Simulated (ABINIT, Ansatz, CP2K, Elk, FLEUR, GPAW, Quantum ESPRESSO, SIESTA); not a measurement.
## Code comparison for ScAl (Cmcm, 4 atoms in the cell)

Self-consistent single point, at a second geometry (lattice scaled by 0.98). First geometry:

```
CELL_PARAMETERS angstrom
      2.16967    -5.26545     0.00000
      2.16967     5.26545     0.00000
      0.00000     0.00000     3.78223
ATOMIC_POSITIONS crystal
  Sc 0.86468 0.13532 0.25000
  Sc 0.13532 0.86468 0.75000
  Al 0.58450 0.41550 0.25000
  Al 0.41550 0.58450 0.75000
```

Shared settings, as Ansatz (a first-principles code) writes them: kpoints.mp_grid.grid = 6 6 6; scf.occupations.method = fermi_dirac; scf.occupations.width = 0.0073 Ry. Potentials and cutoffs stand in the table.

```
code                                                                                                                                      model  ΔF from the first geometry (meV/atom)  pressure (GPa)  largest force (eV/Å)           cutoff
----------------  -----------------------------------------------------------------------------------------------------------------------------  -------------------------------------  --------------  --------------------  ---------------
FLEUR                                                                           PBEsol, all-electron FLAPW (FLEUR), scalar-relativistic valence                                   -3.6               –                 0.214  Kmax 3.8 1/bohr
CP2K                                                                 PBEsol, GPW, DZVP-MOLOPT-SR-GTH basis, GTH-PBE potentials (GTH_POTENTIALS)                                   -1.0            2.20                 0.245      grid 600 Ry
Elk                                                             PBEsol, all-electron FP-LAPW, Elk's shipped species files, default APW+lo basis                                   -0.5               –                     –         rgkmax 7
GPAW                                                                                      PBEsol, GPAW PAW datasets PBEsol (made by gpaw-setup)                                   -3.5            1.90                 0.217           850 eV
ABINIT                                                                                       PBEsol, PAW (JTH v2.0 PBE PAW, files made for PBE)                                   -3.0            1.96                 0.218            30 Ha
Quantum ESPRESSO                                                          PBEsol, PseudoDojo standard norm-conserving (PBESOL) pseudopotentials                                   -4.2            1.78                 0.199            80 Ry
SIESTA            GGA PBEsol, numerical atomic orbitals DZP, PseudoDojo PBEsol standard norm-conserving potentials (rewritten from UPF to PSML)                                   -6.7            1.45                 0.314      grid 400 Ry
Ansatz                                                                                                          PBEsol, PAW files made with PBE                                   -3.9            1.82                 0.206          default
```

Size of the force on each atom (eV/Å): Sizes of forces hide their directions.

| code | Sc1 | Sc2 | Al3 | Al4 |
|---|---|---|---|---|
| FLEUR | 0.096 | 0.096 | 0.214 | 0.214 |
| CP2K | 0.094 | 0.094 | 0.245 | 0.245 |
| GPAW | 0.098 | 0.098 | 0.217 | 0.217 |
| ABINIT | 0.096 | 0.096 | 0.218 | 0.218 |
| Quantum ESPRESSO | 0.093 | 0.093 | 0.199 | 0.199 |
| SIESTA | 0.094 | 0.094 | 0.314 | 0.314 |
| Ansatz | 0.093 | 0.093 | 0.206 | 0.206 |

A dash marks a value that a program does not give, or that is left out as unsure.

The spread over the programs that give each value: ΔF from the first geometry within 6.2 meV/atom; pressure within 0.75 GPa; largest force within 0.115 eV/Å.

CP2K and SIESTA use small atom-centred bases, whose incompleteness enters pressures, forces and empty levels differently from a plane-wave cutoff. FLEUR and Elk treat all electrons, but the usual bases taken here (sphere radii, linearisation, local orbitals, empty states) were not tested for convergence, so the values are no reference for the others. Ansatz's pressure is given at a fixed set of plane waves, as the other plane-wave codes print theirs. In the force vectors, SIESTA (by 0.103) lies more than 0.08 eV/Å from the median of the plane-wave programs.

The starting cell comes from a database of computed structures (which also holds hypothetical and non-ambient phases and stackings), without a prior relaxation at this level. Its lattice was rescaled by a random factor within 2.5 % of one. For this run, on top of that: lattice scaled by 0.98.

Keys are those of Ansatz 0.2.
